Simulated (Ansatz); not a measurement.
OsC (model structure, Fm-3m, No. 225, 2 atoms in the cell) was calculated with PBEsol in Ansatz (PAW).

Run with plane-wave cutoff 520 eV, 22×22×22 k mesh, Fermi–Dirac smearing 0.05 eV, no spin polarisation, scalar-relativistic PAW data made under PBE.

Cell (relaxed at this level):

```
OsC
1.0
    0.00000     2.15673     2.15673
    2.15673     0.00000     2.15673
    2.15673     2.15673     0.00000
Os C
1 1
Direct
  0.00000   0.00000   0.00000
  0.50000   0.50000   0.50000
```

Q: What does this level give for the bulk modulus B0?

A: 
- bulk modulus B0 = 385 GPa

Note: the run has no spin polarisation, so it can have missed a magnetic state; the bulk modulus is −V dP/dV from two relaxed cells at ±2 % in volume; the relaxation could raise the start's symmetry but not lower it, so the cell can be a saddle point.

Spin–orbit coupling is not included; it can open a gap where bands touch, and shift volumes and moduli.

The computed numbers hold no vibrational or temperature effects.

A model structure was made by putting elements into a prototype or built by hand; it is no filed structure, need not be a known phase, and can be a saddle point held by its symmetry.

Ansatz is an electronic-structure program.
